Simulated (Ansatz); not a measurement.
Here is the system:

```
CdSe
1.0
    4.38288     0.00000     0.00000
   -2.19144     3.79568     0.00000
    0.00000     0.00000     7.15467
Cd Se
2 2
Cartesian
  2.19144   1.26523   0.00118
  0.00000   2.53045   3.57851
  2.19144   1.26523   4.47192
  0.00000   2.53045   0.89459
```

No spin polarisation.

0.357 holes added to each cell, a density of 3.0×10^21 cm⁻³, with a uniform compensating background at fixed cell and a 300 K Fermi–Dirac width.

The values are results of Kohn–Sham DFT with the PBE functional, run in Ansatz (a quantum-chemistry and plane-wave program) with PAW and 420 eV plane waves, scalar-relativistic without spin-orbit coupling, earlier PAW set, not measurements. Settings: 16×16×8 k-points, 0.0259 eV Fermi–Dirac smearing.

Task: What is the computed Fermi level relative to the doped band's edge (positive inside the band; to 0.05 eV)?

Result: +0.35 eV.

Task: Predict the gap between the host's bands.

Result: 0.67 eV.

Carriers are added with a uniform compensating background; total energy and stress of such cells depend on the potential's zero and are not compared; many-body gap narrowing is missing at this level. Stability against distortions was not tested. The cell was made from CdSe in the wurtzite structure (space group P6_3mc, No. 186) by this change: holes 3.0×10^21 cm⁻³.
